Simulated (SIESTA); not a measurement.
## Worked example: self-consistent single point of MgMn5FeO12 (P1, 19 atoms in the cell) in SIESTA

Computed with GGA PBEsol+U, numerical atomic orbitals TZP, PseudoDojo PBEsol standard norm-conserving potentials (rewritten from UPF to PSML) (SIESTA).

Input:

```
# files in the folder: Mg.psml Mn.psml Fe.psml O.psml (PseudoDojo PBEsol standard)
SystemName  MgMn5FeO12
SystemLabel siesta

NumberOfAtoms                19
NumberOfSpecies              4
%block ChemicalSpeciesLabel
  1 12 Mg
  2 25 Mn
  3 26 Fe
  4 8 O
%endblock ChemicalSpeciesLabel
LatticeConstant              1.0 Ang
%block LatticeVectors
     5.190613000    0.000000000    0.000000000
     2.551196000    4.550345000    0.000000000
     0.511469000    1.416264000   10.191951000
%endblock LatticeVectors
AtomicCoordinatesFormat      ScaledCartesian
%block AtomicCoordinatesAndAtomicSpecies
     6.523970093    2.945424850    7.692578856  1
     4.086821871    4.425463227    5.124920641  2
     3.128229472    2.995846098   10.185224312  2
     5.696910320    4.519619213   10.186855024  2
     4.129634406    1.414062625    5.133889558  2
     1.500894278    2.907255482    4.931171652  2
     0.031271127    0.060394439    0.192627874  3
     2.254835587    1.545858563    9.141466610  4
     3.504621547    3.017235223    0.986580857  4
     5.882815435    4.349045704    6.118635863  4
     3.147134719    2.904817735    6.118024346  4
     4.995881444    2.758886797    4.037337550  4
     7.549708183    4.494160615    4.118873158  4
     2.423280216    1.375177525    4.124478731  4
     4.907659703    3.021276859    9.146154908  4
     7.369533695    4.388904094    9.108648528  4
     5.942034679    4.617556018    0.984032869  4
     0.940824387    1.699067867    1.018175905  4
     5.822393407    1.619532800    6.194362059  4
%endblock AtomicCoordinatesAndAtomicSpecies

XC.functional                GGA
XC.authors                   PBEsol
PAO.BasisSize                TZP
PAO.EnergyShift              0.01 Ry
MeshCutoff                   350 Ry
%block kgrid.MonkhorstPack
    3   0   0  0.5
    0   3   0  0.5
    0   0   2  0.5
%endblock kgrid.MonkhorstPack
OccupationFunction           FD
ElectronicTemperature        116.05 K
Spin                         polarized
%block DM.InitSpin
  1 +0.00
  2 +4.00
  3 +4.00
  4 +4.00
  5 +4.00
  6 +4.00
  7 +4.00
  8 +0.00
  9 +0.00
  10 +0.00
  11 +0.00
  12 +0.00
  13 +0.00
  14 +0.00
  15 +0.00
  16 +0.00
  17 +0.00
  18 +0.00
  19 +0.00
%endblock DM.InitSpin
DFTU.ProjectorGenerationMethod 2
DFTU.CutoffNorm              0.9
DFTU.FirstIteration          true
%block DFTU.proj
  Fe 1
  n=3 2
  5.30 0.00
  0.00 0.00
  Mn 1
  n=3 2
  3.90 0.00
  0.00 0.00
%endblock DFTU.proj

MaxSCFIterations             150
SCF.Mixer.Method             Pulay
SCF.Mixer.Weight             0.1
SCF.Mixer.History            6
SCF.DM.Tolerance             1.0E-04
Diag.ParallelOverK           true
WriteForces                  true
Charge.Mulliken              end
```

Output (repeated stretches shortened):

```
reinit: Reading from file input.fdf

reinit: System Name: MgMn5FeO12
reinit: System Label: siesta

NOTE on units for spin output:
{S} is the spin magnetic moment, in units of the Bohr magneton,
assuming a g-factor for the electron spin of exactly 2.
The spin magnetic moment is then numerically equal to the charge inbalance,
in units of electrons, between the spin-up and -down channels.

coor:   Atomic-coordinates input format  =     Cartesian coordinates
coor:                                          (in units of alat)

siesta: Atomic coordinates (Bohr) and species
siesta:     12.32852   5.56605  14.53687  1        1
siesta:      7.72297   8.36291   9.68470  2        2
siesta:      5.91150   5.66133  19.24728  2        3
siesta:     10.76560   8.54084  19.25037  2        4
siesta:      7.80388   2.67219   9.70165  2        5
siesta:      2.83628   5.49392   9.31856  2        6
siesta:      0.05909   0.11413   0.36401  3        7
siesta:      4.26102   2.92125  17.27487  4        8
siesta:      6.62277   5.70175   1.86437  4        9
siesta:     11.11691   8.21851  11.56255  4       10
siesta:      5.94722   5.48931  11.56139  4       11
siesta:      9.44085   5.21354   7.62946  4       12
siesta:     14.26688   8.49273   7.78354  4       13
siesta:      4.57934   2.59871   7.79414  4       14
siesta:      9.27413   5.70939  17.28373  4       15
siesta:     13.92640   8.29383  17.21285  4       16
siesta:     11.22882   8.72592   1.85955  4       17
siesta:      1.77790   3.21077   1.92407  4       18
siesta:     11.00273   3.06047  11.70565  4       19

siesta: System type = bulk

initatomlists: Number of atoms, orbitals, and projectors:     19   364   272

siesta: ******************** Simulation parameters ****************************
redata: Spin configuration                          = collinear
redata: Time-Reversal Symmetry                      = T
   [... lines left out ...]
superc: Number of atoms, orbitals, and projectors:   1425  27300  20400

                        Single-point calculation

superc: Internal auxiliary supercell:     5 x     5 x     3  =      75
superc: Number of atoms, orbitals, and projectors:   1425  27300  20400

outcell: Unit cell vectors (Ang):
        5.190613    0.000000    0.000000
        2.551196    4.550345    0.000000
        0.511469    1.416264   10.191951

outcell: Cell vector modules (Ang)   :    5.190613    5.216727   10.302586
outcell: Cell angles (23,13,12) (deg):     81.7099     87.1544     60.7224
outcell: Cell volume (Ang**3)        :    240.7245
new_DM -- step:     1
Initializing Density Matrix...

Attempting to read DM from file... Failed...
initDM: WARNING: atom 1 has a closed-shell and cannot be polarized
DM filled with atomic data (user-defined):

InitMesh: MESH = 54 x 54 x 120 = 349920
InitMesh: Mesh cutoff (required, used) =   350.000   383.133 Ry
hubbard_term: recalculating local occupations    1
hubbard_term: maximum change in local occup.    0.932676
hubbard_term: recalculating Hamiltonian

stepf: Fermi-Dirac step function
hubbard_term: recalculating local occupations    1
hubbard_term: maximum change in local occup.    0.381666
hubbard_term: recalculating Hamiltonian
        iscf     Eharris(eV)        E_KS(eV)     FreeEng(eV)     dDmax    Ef(eV) dHmax(eV)
   scf:    1   -24866.958384   -25075.948208   -25075.948208  0.731925 -2.410745 30.707781
     spin moment: {S} , |S| = {        0.0        0.0   21.00000 }    21.00000
   scf:    2   -25191.425751   -25139.908216   -25139.908467  0.190802 -3.643132 18.959062
     spin moment: {S} , |S| = {        0.0        0.0   21.00000 }    21.00000
   scf:    3   -25142.743267   -25176.514046   -25176.515522  0.235360 -4.998668  6.761556
     spin moment: {S} , |S| = {        0.0        0.0   21.00000 }    21.00000
   scf:    4   -25170.789611   -25181.111429   -25181.111429  0.133325 -4.813070  7.029019
     spin moment: {S} , |S| = {        0.0        0.0   21.00000 }    21.00000
   scf:    5   -25185.792668   -25184.415417   -25184.415417  0.045302 -4.964446  3.283781
     spin moment: {S} , |S| = {        0.0        0.0   21.00000 }    21.00000
   scf:    6   -25185.009684   -25184.764365   -25184.764365  0.022414 -4.981503  1.956623
   [... lines left out ...]
hubbard_term: maximum change in local occup.    0.000566
   scf:   25   -25184.786435   -25184.786433   -25184.786433  0.000070 -5.113241  0.002374
     spin moment: {S} , |S| = {        0.0        0.0   21.00000 }    21.00000
hubbard_term: recalculating local occupations   18
hubbard_term: maximum change in local occup.    0.000538
   scf:   26   -25184.786279   -25184.786278   -25184.786278  0.000048 -5.112964  0.002402
     spin moment: {S} , |S| = {        0.0        0.0   21.00000 }    21.00000
hubbard_term: recalculating local occupations   19
hubbard_term: maximum change in local occup.    0.000570
   scf:   27   -25184.786682   -25184.786680   -25184.786680  0.000027 -5.112967  0.001386
     spin moment: {S} , |S| = {        0.0        0.0   21.00000 }    21.00000
hubbard_term: recalculating local occupations   20
hubbard_term: maximum change in local occup.    0.000616
   scf:   28   -25184.787065   -25184.787064   -25184.787064  0.000037 -5.112862  0.000867
     spin moment: {S} , |S| = {        0.0        0.0   21.00000 }    21.00000
SCF Convergence by DM+H criterion
max |DM_out - DM_in|         :     0.0000368681
max |H_out - H_in|      (eV) :     0.0008670331
DFT+U population converged by dTol_pop criteria:
max |pop(DFT+U)_i - pop(DFT+U)_j|:     0.0006160837
SCF cycle converged after 28 iterations

Using DM_out to compute the final energy and forces
hubbard_term: recalculating local occupations   21
hubbard_term: maximum change in local occup.    0.000616
hubbard_term: recalculating Hamiltonian and forces

siesta: E_KS(eV) =           -25184.7848

siesta: E_KS - E_eggbox =    -25184.7848

siesta: Atomic forces (eV/Ang):
     1   -0.012537   -0.018790    0.106235
     2   -0.042704   -0.009926   -0.017829
     3   -0.073324   -0.024457    0.017706
   [... 16 lines left out ...]
   Tot   -0.017459    0.001239    0.015849
   Max    1.069891
   Res    0.468548    sqrt( Sum f_i^2 / 3N )
   Max    1.069891    constrained

Stress tensor Voigt[x,y,z,yz,xz,xy] (kbar):      185.71      181.24      123.72       -1.47        1.20        2.80
(Free)E + p*V (eV/cell)   -25209.3589
Target enthalpy (eV/cell)   -25184.7848

siesta: Program's energy decomposition (eV):
siesta: Ebs     =     -4886.911674
siesta: Eions   =     34741.004731
siesta: Ena     =      3744.620975
siesta: Ekin    =     12542.306204
siesta: Enl     =     -2495.927070
siesta: Eso     =         0.000000
siesta: Edftu   =        12.507613
siesta: DEna    =       224.146371
siesta: DUscf   =        12.925778
siesta: DUext   =         0.000000
siesta: Ex      =     -4209.618808
siesta: Ec      =      -274.741171
siesta: Exc     =     -4484.359979
siesta: Eharris =    -25184.787065
siesta: Etot    =    -25184.784838
siesta: FreeEng =    -25184.784838

siesta: Atomic forces (eV/Ang):
siesta:      1   -0.012537   -0.018790    0.106235
siesta:      2   -0.042704   -0.009926   -0.017829
siesta:      3   -0.073324   -0.024457    0.017706
siesta:      4   -0.016734   -0.120518    0.022635
siesta:      5    0.068047    0.118100   -0.098668
siesta:      6   -0.138420   -0.077158    0.214918
siesta:      7    0.023790    0.040174   -0.052160
siesta:      8    0.023069    0.357661    0.910104
   [... lines left out ...]
siesta: Cell volume =        240.724505 Ang**3
siesta:        -163.55653973       -198.40304259  kBar
   [... lines left out ...]

              0.003
  18  3.253   0.713  -0.092   0.250   0.635   0.888   0.629  -0.173  -0.160
             -0.177   0.296   0.104   0.321   0.003   0.005   0.003   0.005

              0.002
  19  3.301   0.735  -0.088   0.219   0.778   0.829   0.718  -0.166  -0.197
             -0.179   0.189   0.192   0.259   0.002   0.003   0.002   0.003

              0.003

mulliken: Qtot =       76.000

Mulliken Atomic Populations:
Atom #   charge [q] valence [e]      Sz [e]  Species
     1     0.778703    9.221297   -0.009899  Mg
     2     0.730828   14.269172    4.131394  Mn
     3     0.701480   14.298520    3.522117  Mn
     4     0.707598   14.292402    3.530784  Mn
     5     0.716450   14.283550    3.605504  Mn
     6     0.629949   14.370051    3.534481  Mn
     7     0.742893   15.257107    4.364946  Fe
     8    -0.458422    6.458422   -0.033678  O
     9    -0.409540    6.409540   -0.032210  O
    10    -0.459889    6.459889   -0.190831  O
    11    -0.410194    6.410194   -0.211596  O
    12    -0.364744    6.364744   -0.187477  O
    13    -0.374941    6.374941   -0.279289  O
    14    -0.371659    6.371659   -0.279823  O
    15    -0.471881    6.471881   -0.034381  O
    16    -0.456441    6.456441   -0.108112  O
    17    -0.409824    6.409824   -0.033853  O
    18    -0.349880    6.349880   -0.156497  O
    19    -0.470485    6.470485   -0.131580  O
 Total    -0.000000               21.000000
```

The run converged in 28 iterations.

The starting cell comes from a database of computed structures (which also holds hypothetical and non-ambient phases and stackings), without a prior relaxation at this level. Its lattice was rescaled by a random factor within 2.5 % of one. The magnetic order is the one reached from the typed start; others were not searched systematically. With U or open f shells several self-consistent states can exist. Values carry the incompleteness of an atom-centred basis. With a pressure of about -16 GPa the cell is away from its equilibrium volume at this level. Forces in this geometry exceed 1 eV/Å.

Cost on one core of a shared machine: roughly 5 min.
